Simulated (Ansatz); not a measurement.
# Effect of biaxial strain −0.42 %, plane normal [111], relaxed out of plane on KF

Start from KF in the rock salt structure (space group Fm-3m, No. 225; a = 5.3068 Å). Axes: x, y, z lie along the cube axes.

It is then changed as follows: compressive biaxial strain of 0.42 % in the plane normal to [111], as in epitaxy on a mismatched substrate; the out-of-plane cell vector and the atoms relax.

Method: PBEsol (Ansatz, a first-principles code), without spin-orbit coupling. k-mesh 11×11×11 (Γ-centred); smearing 0.05 eV (Fermi–Dirac).

```json
[
 {"quantity": "volume per atom", "base": "18.68 Å³", "changed": "18.59 Å³", "shift": "-0.09 Å³"},
 {"quantity": "space group", "base": "Fm-3m (No. 225)", "changed": "R-3m (No. 166)", "shift": "–"},
 {"quantity": "energy relative to the base (free energy F)", "base": "0 meV/atom", "changed": "+0.1 meV/atom", "shift": "+0.1 meV/atom"},
 {"quantity": "pressure (mean of the normal stresses, compression positive)", "base": "-0.01 GPa", "changed": "0.15 GPa", "shift": "+0.16 GPa"},
 {"quantity": "band gap", "base": "6.15 eV", "changed": "6.17 eV", "shift": "+0.02 eV"},
 {"quantity": "gap character", "base": "direct at Γ", "changed": "direct at Γ", "shift": "–"},
 {"quantity": "electron mass", "base": "0.54 mₑ (at Γ)", "changed": "0.54 mₑ (at Γ)", "shift": "–"},
 {"quantity": "valence-band top at Γ (three highest levels, from the VBM)", "base": "0.00, 0.00, 0.00 eV", "changed": "0.00, 0.00, -0.01 eV", "shift": "–"},
 {"quantity": "out-of-plane strain", "base": "–", "changed": "+0.37 %", "shift": "–"}
]
```

Final structure (turned so that z lies along the plane normal):

```
CELL_PARAMETERS angstrom
      3.73669     0.00000     0.00000
      1.86835     3.23607     0.00000
      1.86835    -1.07869     3.07535
ATOMIC_POSITIONS crystal
  K  0.00000 0.00000 0.00000
  F  0.00000 0.50000 0.50000
```

Masses are band curvatures over ±0.01 Å⁻¹ around the edge. Whether these cells are dynamically stable was not tested. Labels are those of the standard path for the cell's own space group.
